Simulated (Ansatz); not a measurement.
## Response to strain in AlRu

Base system: AlRu in the CsCl type structure (space group Pm-3m, No. 221; a = 3.005 Å; relaxed with 0.1 eV smearing).

Strains are applied to the cell and any free atomic positions relax.

Calculations: PBE (Ansatz, a program for electronic structure, PAW, no spin-orbit coupling).

Candidates:
(a) isotropic strain +3.00 %
(b) isotropic strain −2.00 %
(c) isotropic strain −1.00 %
(d) isotropic strain +1.50 %
(e) isotropic strain −1.50 %

Notes on the quantities. energy relative to the base: free energy F.

### Question
Order them by energy relative to the base, lowest first.

### Answer
(c) isotropic strain −1.00 % (+8.0 meV/atom), (d) isotropic strain +1.50 % (+17 meV/atom), (e) isotropic strain −1.50 % (+18 meV/atom), (b) isotropic strain −2.00 % (+33 meV/atom), (a) isotropic strain +3.00 % (+63 meV/atom)

Whether these cells are dynamically stable was not tested. The final runs are not spin-polarised.
